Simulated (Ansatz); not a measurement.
We consider BaHfS3 (Pnma, No. 62; cell taken from a computed entry), described by PBE0 in Ansatz (PAW).

Settings: plane-wave cutoff 460 eV, 4×2×4 k mesh (along the axes of the cell as run), Fermi–Dirac smearing 0.01 eV, scalar-relativistic PAW data made under PBE.

Cell (relaxed with PBEsol):

```cif
data_Ba4Hf4S12
_chemical_formula_sum 'Ba4 Hf4 S12'
_space_group_name_H-M_alt 'Pnma'
_space_group_IT_number 62
_space_group_name_Hall '-P 2ac 2n'
_cell_length_a 7.00782
_cell_length_b 9.85695
_cell_length_c 6.90762
_cell_angle_alpha 90.000
_cell_angle_beta 90.000
_cell_angle_gamma 90.000
loop_
_space_group_symop_operation_xyz
  'x, y, z'
  '-x, -y, -z'
  '-x+1/2, -y, z+1/2'
  'x+1/2, y, -z+1/2'
  'x+1/2, -y+1/2, -z+1/2'
  '-x+1/2, y+1/2, z+1/2'
  '-x, y+1/2, -z'
  'x, -y+1/2, z'
loop_
_atom_site_label
_atom_site_type_symbol
_atom_site_symmetry_multiplicity
_atom_site_Wyckoff_symbol
_atom_site_fract_x
_atom_site_fract_y
_atom_site_fract_z
_atom_site_occupancy
Ba1 Ba 4 c 0.04991 0.25000 0.01082 1
Hf1 Hf 4 b 0.00000 0.00000 0.50000 1
S1 S 4 c 0.00398 0.75000 0.43750 1
S2 S 8 d 0.28968 0.03275 0.28981 1
```

Question: Predict the band gap.

Answer: 
- band gap: 2.67 eV (on the SCF k mesh)

Note: cell and atoms aren't relaxed at this level (largest force component 0.06 eV/Å, pressure 2.5 GPa).

Spin–orbit coupling is not included.

Static lattice: no zero-point or thermal effects.

Ansatz is a quantum-chemistry and plane-wave program.
